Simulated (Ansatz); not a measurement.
A computed series for HfSi2: response to strain

Take HfSi2 (space group Cmcm, No. 63) as the base.

```xyz
6
Lattice="1.8251 -7.1755 0.0000 1.8251 7.1755 0.0000 0.0000 0.0000 3.6352" Properties=species:S:1:pos:R:3 pbc="T T T"
Si     1.8251    -6.3829     2.7264
Si     1.8251     6.3829     0.9088
Si     1.8251     3.5897     2.7264
Si     1.8251    -3.5897     0.9088
Hf     1.8251    -1.5033     2.7264
Hf     1.8251     1.5033     0.9088
```

Cartesian axes are those of the cell as printed.

Strains are applied to the cell and any free atomic positions relax; under stress the whole cell relaxes.

The values are results of PBEsol, PAW, 420 eV (Ansatz, a program for electronic structure; without spin-orbit coupling), earlier PAW set, not measurements.

Candidates:
(a) tensor shear ε_yz = +3.00 %
(b) uniaxial stress, 5 GPa compression along z
(c) strain tensor (xx, yy, zz, yz, xz, xy) = (−0.01, +0.68, +0.27, +0.58, +0.21, −0.33) %

Notes on the quantities. energy relative to the base: free energy F.

Q: Order them by energy relative to the base, lowest first.

A: (c) strain tensor (xx, yy, zz, yz, xz, xy) = (−0.01, +0.68, +0.27, +0.58, +0.21, −0.33) % (+1.8 meV/atom), (b) uniaxial stress, 5 GPa compression along z (+5.1 meV/atom), (a) tensor shear ε_yz = +3.00 % (+21 meV/atom)

Without a gap, meshes like the base's 13×13×13 leave anisotropic stresses uncertain by several tenths of a GPa, and small strain energies with them. Beyond what the load breaks, stability against distortions was not tested. All final runs are without spin polarisation.
